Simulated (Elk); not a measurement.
A self-consistent single point of a sheet of PtSe2 (3 atoms in the cell) with Elk.

Method of the run: PBE, spin-orbit coupling in second variation, all-electron FP-LAPW, Elk's shipped species files, LAPW+lo basis run with Elk.

```
CELL_PARAMETERS angstrom
      3.61926     0.00000     0.00000
     -1.80963     3.13437     0.00000
      0.00000     0.00000    16.98204
ATOMIC_POSITIONS crystal
  Pt 0.00000 0.00000 0.50000
  Se 0.33333 0.66667 0.58780
  Se 0.66667 0.33333 0.41220
```

Reference input (self-consistent single point, DFT, PBE, all-electron FP-LAPW, Elk's shipped species files, LAPW+lo basis): xctype = 20; rgkmax = 7.5; stype = 0; swidth = 0.00499791 Ha; ngridk = 9 9 1; gmaxvr = 14 1/bohr; nxoapwlo = 1; rmtscf = 0.88; maxscl = 100. This run's input differs from it in these lines:

```diff
@@ -5,2 +5,5 @@
   20
+
+spinorb
+  .true.
 
@@ -17,2 +20,8 @@
   0.88
+
+lmaxi
+  3
+
+nempty
+  10
```

Output (repeated stretches shortened):

```
│ Self-consistent loop started │
│ Loop number : 1 │
 total energy                :     -23269.4049275
 total moment                :   0.3475787992E-18 -0.2610110857E-18  0.2114466275E-21
│ Loop number : 2 │
 total energy                :     -23271.6272163
 total moment                :   0.1767664843E-18 -0.6477332646E-18  0.4644075657E-21
RMS change in Kohn-Sham potential (target) :   0.1875909852     (  0.1000000000E-05)
Absolute change in total energy (target)   :    2.222288775     (  0.1000000000E-03)
│ Loop number : 3 │
 total energy                :     -23275.9526968
   [... lines left out ...]
 total energy                :     -23307.4932128
 total moment                :  -0.1677506864E-16 -0.2790932277E-16 -0.5662089190E-22
RMS change in Kohn-Sham potential (target) :   0.1270924611E-05 (  0.1000000000E-05)
Absolute change in total energy (target)   :   0.9461965674E-03 (  0.1000000000E-03)
│ Loop number : 14 │
 total energy                :     -23307.4935026
 total moment                :  -0.1670989243E-16 -0.2784851365E-16 -0.5935767721E-21
RMS change in Kohn-Sham potential (target) :   0.3114757007E-06 (  0.1000000000E-05)
Absolute change in total energy (target)   :   0.5332212459E-04 (  0.1000000000E-03)
Convergence targets achieved

│ Loop number : 15 │

Energies :
 Fermi                       :    -0.324052425968E-01
 xc effective B-field        :    -0.340855160537E-07
 external B-field            :     -0.00000000000
 total energy                :     -23307.4934707
 (external B-field energy excluded from total)

Density of states at Fermi energy :   0.4952134907E-01
 (states/Hartree/unit cell)

Estimated indirect band gap :   0.2372899431E-01
 from k-point      1 to k-point     10
Estimated direct band gap   :   0.3951607322E-01
 at k-point      3

Charges :
 core                        :    84.00000000
 valence                     :    62.00000000
 interstitial                :    6.611465365
 muffin-tins (core leakage)
  species :    1 (Pt)
   atom    1                 :    76.32064793     (  0.8944249078E-03)
   [... lines left out ...]
  species :    2 (Se)
   atom    1                 :  -0.5696775628E-19  0.6568352976E-19   0.000000000
   atom    2                 :  -0.5696775628E-19  0.6568352976E-19   0.000000000
 total in muffin-tins        :  -0.1148908167E-18  0.1312582717E-18 -0.6107969075E-22
 total moment                :  -0.1693594673E-16 -0.2774095552E-16 -0.8645859338E-22

│ Self-consistent loop stopped │
```

The run converged in 15 iterations. The count includes the last loop, which Elk runs after its targets are met. Against the reference run the gap on the mesh goes from 0.843 to 0.646 eV.

The starting cell was generated: these elements placed on a structure prototype, without a prior relaxation; it need not be a known phase or ordering of this composition. Its lattice was rescaled in the plane by a random factor within 2.5 % of one. Values depend on the basis (sphere radii, cutoffs, local orbitals), which need not be converged.

Cost on one core of a shared machine: roughly 3 min.
